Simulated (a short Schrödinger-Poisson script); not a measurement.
# Gated In0.52Al0.48As/In0.53Ga0.47As δ-doped gas in a quantum well

Structure: gated In0.52Al0.48As/In0.53Ga0.47As δ-doped gas in a quantum well, at 300 K.

| layer | material | thickness (nm) | Na (cm⁻³) |
|---|---|---|---|
| 1 | In0.52Al0.48As | 15 | - |
| 2 | In0.52Al0.48As | 2 | - |
| 3 | In0.53Ga0.47As | 6 | - |
| 4 | In0.52Al0.48As | 4000 | 1e14 |

The device is made up for the run: typed textbook-type constants, with dimensions and the other settings drawn at random. In0.52Al0.48As: permittivity 12.5, conduction-band edge (eV) 0.52, gap (eV) 1.45, electron mass (mₑ) 0.075, Nv at 300 K (cm⁻³) 1.1e19. In0.53Ga0.47As: permittivity 13.9, conduction-band edge (eV) 0, gap (eV) 0.74, Nv at 300 K (cm⁻³) 7.7e18.

Channel valleys (confinement mass, in-plane density-of-states mass, number): Γ 0.041, 0.041, 1. At the gate the conduction-band edge of layer 1 lies 0.65 eV − eVg above the Fermi level of the channel; the field vanishes at the back. Sheet of ionised δ-doping: +2.3e12 e/cm² at 15 nm from the gate. The barrier under the gate holds no holes. Gaps are held at their typed values at every temperature. Mesh 0.08 nm at interfaces.

Solved with a short Schrödinger-Poisson script written for these runs: 1D Poisson equation in equilibrium, electrons quantum, Hartree (BenDaniel-Duke, 40 states a valley, the channel's in-plane mass for all, wave functions free to enter the barrier), parabolic valleys, classical holes, full ionisation, no traps, pinning or gate leakage.

```tsv
Vg (V)	electrons (cm⁻²)	in the channel layer	C (μF/cm²)	Γ E0 (meV)	Γ E1 (meV)
0.4	2.01e12	1.86e12	0.492	-117.2	166.5
0.3	1.71e12	1.58e12	0.490	-99.0	187.5
0.2	1.40e12	1.30e12	0.486	-80.7	208.1
0.1	1.10e12	1.02e12	0.481	-62.0	228.8
0	8.02e11	7.48e11	0.472	-42.2	250.4
-0.1	5.14e11	4.80e11	0.451	-20.3	274.0
-0.2	2.48e11	2.32e11	0.394	7.4	303.2
-0.3	5.21e10	4.87e10	0.204	53.8	350.6
-0.4	2.00e9	1.87e9	0.0161	139.6	436.7
```

Subbands count from the Fermi level.
